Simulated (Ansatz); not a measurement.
Functionals compared on Cl on the 1x1 (111) surface of fcc Cu, one in a 2x2 cell, started at the site 'hollow Cu-Cu-Cu over Cu at depth 4.1 Å', in Ansatz (plane waves, PAW). The structure was relaxed with PBE; the other rows are single points on it, each with its references at the same level. Cutoff 420 eV (500 eV for r2SCAN).

Model: 17-atom slab, 6.2 Å thick at the start under the adsorbate (thin: gaps and levels are the slab's own), 6x6x1 mesh, Fermi-Dirac 0.1 eV, dipole correction, 8 atoms held, the rest relaxed; start symmetry kept, larger cells not searched; no spin, no spin-orbit, no U, no dispersion correction. At the end it is bonded to 3 Cu. In PBE it is, or lies within 0.03 eV of, the lowest of the starts that converged. These notes are the PBE run's. Adsorption energies are against ½ Cl2(g). A negative adsorption energy means that the adsorbate is more stable on the surface than in its reference.

```json
[
 {"functional": "PBE", "adsorption energy (eV)": "-1.74", "work function of the top face (eV)": "5.26", "change of the work function (eV)": "0.49", "rough cost of the single point": "–"},
 {"functional": "RPBE", "adsorption energy (eV)": "-1.52", "work function of the top face (eV)": "5.14", "change of the work function (eV)": "0.54", "rough cost of the single point": "very roughly 40 core-seconds"},
 {"functional": "r2SCAN", "adsorption energy (eV)": "?", "work function of the top face (eV)": "?", "change of the work function (eV)": "?", "rough cost of the single point": "very roughly 100 core-seconds"}
]
```

**Question.** Some entries are withheld; supply them.

**Answer.** 
- r2SCAN, adsorption energy (eV): -2.14
- r2SCAN, work function of the top face (eV): 5.35
- r2SCAN, change of the work function (eV): 0.55

Ansatz is a program for electronic structure.
